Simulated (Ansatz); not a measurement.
# H on the 1x1 (10-10) surface of wurtzite ZnO (cut with top plane O + Zn), one in a 2x1 cell, started at the site 'top Zn'

Host crystal: wurtzite ZnO, with a band gap (PBE, scalar-relativistic without spin-orbit coupling).

Level of theory: PBE (plane waves to 420 eV, PAW; Ansatz, an electronic-structure program).

Slab: 33 atoms, 9.4 Å thick at the start under the adsorbate (thin: gaps and levels are the slab's own); k 3x4x1, smearing 0.01 eV, dipole-corrected; 16 atoms held, the rest relaxed; symmetry of the start imposed; spin-polarised, ending with about 1.0 μB a cell, a value that depends on the mesh; orders that need a larger cell were not tried, no spin-orbit, no U, no dispersion correction. The slab shows no gap over 0.04 eV on its mesh. At the end it is bonded to Zn. In PBE this state lies 1.66 eV over the lowest of the starts that converged ('top O').

```yaml
adsorption energy against ½ H2(g): 1.66 eV
work_function_of_the_top_face: 6.33 eV
change_of_the_step_from_the_bottom_to_the_top_vacuum_level_against_the_clean_slab: 0.59 eV
energy_released_by_relaxation: 0.31 eV
height of the binding atom over the mean of the host atoms within 0.3 Å of the top one: 1.509 Å
nearest_host_atoms_of_the_binding_atom: Zn at 1.57 Å, O at 2.91 Å, O at 2.91 Å
largest_move_of_a_host_atom: 0.46 Å
note: in the relaxation the adsorbate left its starting site by 1.0 Å
cost: around 30 core-minutes (rough)
```

A negative adsorption energy means that the adsorbate is more stable on the surface than in its reference.
